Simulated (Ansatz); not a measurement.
**SnO2, response to strain**

The reference is SnO2 in the rutile structure (space group P4_2/mnm, No. 136; a = 4.7685 Å, c = 3.2114 Å). Axes: x, y, z lie along a, b, c of the conventional cell.

Strains are applied to the cell and any free atomic positions relax.

Calculations: Kohn–Sham DFT with the PBEsol functional, run in Ansatz (an electronic-structure program) with PAW and 420 eV plane waves, without spin-orbit coupling, earlier PAW set.

Candidates:
(a) strain tensor (xx, yy, zz, yz, xz, xy) = (+0.50, +1.55, −3.50, −0.08, +0.79, +0.36) %
(b) uniaxial strain ε_zz = +3.48 %
(c) isotropic strain +3.67 %

For the base:

```
Item       Result
--------  -------
Band gap  0.92 eV
```

Order them by band gap, lowest first.

(c) isotropic strain +3.67 % (zero), (b) uniaxial strain ε_zz = +3.48 % (0.45 eV), (a) strain tensor (xx, yy, zz, yz, xz, xy) = (+0.50, +1.55, −3.50, −0.08, +0.79, +0.36) % (1.21 eV)

Whether these cells are dynamically stable was not tested. All final runs are without spin polarisation. Gaps under 0.05 eV, about the width of the smearing, are given as zero. A zero or small gap of SnO2 under isotropic strain +3.67 % can be the functional's error rather than a property of the material.
